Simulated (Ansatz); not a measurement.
Space group F-43m (No. 216); a = b = c = 5.568 Å, α = β = γ = 90.00°

| atom | site | symmetry | x | y | z |
|---|---|---|---|---|---|
| Se | 4d | -43m | 0.7500 | 0.7500 | 0.7500 |
| Zn | 4a | -43m | 0.0000 | 0.0000 | 0.0000 |
(The calculation used a cell of 2 atoms; values per cell refer to that cell.)

Dynamical quadrupoles are not included in the interpolation of the phonons between the solved wave vectors.

Task: What linear thermal expansion coefficient does the quasi-harmonic free energy on Ansatz (a program for electronic structure), LDA functional, plane-wave PAW give at 750 K, and what isobaric heat capacity per mole of formula units and Grüneisen parameter?

Result: α = 8.9 × 10⁻⁶ K⁻¹; C_P = 50.3 J/(mol K); γ = 0.89. Whether this phase is the stable one at each condition was not tested.

The PAW data sets were generated under PBE and serve the other functionals too.
